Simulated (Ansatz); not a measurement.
Base system: CeO2 in the fluorite structure (space group Fm-3m, No. 225; a = 5.4374 Å).

Level of theory: Kohn–Sham DFT with the r2SCAN functional, run in Ansatz (an electronic-structure program) with PAW and 500 eV plane waves, spin-orbit coupling left out.

Base values:

| Quantity | Value |
|---|---|
| Band gap | 2.20 eV |
| Smallest direct gap | 2.30 eV |
| Shortest interatomic distance | 235.4 pm |

Modification: a negative pressure, −1 GPa.

Problem. What happens to the band gap?

Solution. The band gap drops by 0.02 eV (2.20 eV → 2.18 eV).

Problem. Predict the new smallest direct gap.

Solution. The smallest direct gap falls by 0.02 eV, from 2.30 eV to 2.28 eV.

Problem. Predict the new shortest interatomic distance.

Solution. The shortest interatomic distance increases by 0.42 pm (235.4 pm → 235.9 pm).

Load acts through the strain it causes; cell and atoms are relaxed under it. No phonon test of stability was made. Seeded moments were not kept for the base. All final runs are without spin polarisation.
